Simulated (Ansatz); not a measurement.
The reference is Ge₂Sb₂Te₅ (space group P-3m1, No. 164).

```yaml
crystal:
  lattice:
    - [4.21328, 0.00000, 0.00000]
    - [-2.10664, 3.64881, 0.00000]
    - [0.00000, 0.00000, 17.68942]
  atoms:
    - { symbol: Te, position: [0.00000, 0.00000, 0.00000] }
    - { symbol: Sb, position: [0.66667, 0.33333, 0.11386] }
    - { symbol: Sb, position: [0.33333, 0.66667, 0.88614] }
    - { symbol: Te, position: [0.33333, 0.66667, 0.21235] }
    - { symbol: Te, position: [0.66667, 0.33333, 0.78765] }
    - { symbol: Ge, position: [0.00000, 0.00000, 0.33457] }
    - { symbol: Ge, position: [0.00000, 0.00000, 0.66543] }
    - { symbol: Te, position: [0.66667, 0.33333, 0.41382] }
    - { symbol: Te, position: [0.33333, 0.66667, 0.58618] }
```

Cartesian axes are those of the cell as printed.

The values are results of DFT with r2SCAN+rVV10, PAW potentials and a 500 eV plane-wave cutoff in Ansatz (a quantum-chemistry and plane-wave program), spin-orbit coupling left out, not measurements.

Strains are applied to the cell and any free atomic positions relax; under biaxial strain the out-of-plane vector relaxes too.

One change was made to it. Results:

The shortest interatomic distance increases by 0.019 Å, from 2.808 Å to 2.827 Å; the pressure (mean of the normal stresses, compression positive) goes from zero to -0.7 GPa; the band gap is still zero.

### Question
Which of these changes matches the shifts?
A. biaxial strain +1.45 %, plane normal [001], relaxed out of plane
B. uniaxial strain ε_zz = +1.22 %
C. isotropic strain −3.09 %

### Answer
A, biaxial strain +1.45 %, plane normal [001], relaxed out of plane. For comparison, the shortest interatomic distance in the other runs: uniaxial strain ε_zz = +1.22 % gives 2.809 Å; isotropic strain −3.09 % gives 2.758 Å.

Spin-orbit coupling, missing from the scalar runs, can matter with Sb and Te. Whether these cells are dynamically stable was not tested. The final runs are not spin-polarised. The zero or small gap of Ge2Sb2Te5 can change with the level of theory.
